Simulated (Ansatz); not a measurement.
Start from Sb (space group R-3m, No. 166; a = 4.326 Å, c = 11.339 Å (hexagonal axes); layered; relaxed with 0.1 eV smearing). Axes: x lies along a and z along c of the hexagonal cell.

Calculations: Ansatz (a first-principles code), r2SCAN+rVV10, PAW, cutoff 500 eV, no spin-orbit coupling.

Strains are applied to the cell and any free atomic positions relax; under stress the whole cell relaxes.

One change was made to it. Results:

```tsv
quantity	base	after
energy relative to the base (free energy F)	0 meV/atom	+0.7 meV/atom
shortest interatomic distance	2.920 Å	2.924 Å
band gap	zero	zero
```

Q: What was done to the base?
A) uniaxial strain ε_xx = +2.13 %
B) uniaxial stress, 0.5 GPa compression along z
C) isotropic strain −4.36 %
D) isotropic strain −4.72 %

A: B, uniaxial stress, 0.5 GPa compression along z. For comparison, the energy relative to the base in the other runs: isotropic strain −4.36 % gives +79 meV/atom; uniaxial strain ε_xx = +2.13 % gives +4.1 meV/atom; isotropic strain −4.72 % gives +94 meV/atom.

Spin-orbit coupling, missing from the scalar runs, can matter with Sb. Beyond what the load breaks, stability against distortions was not tested.
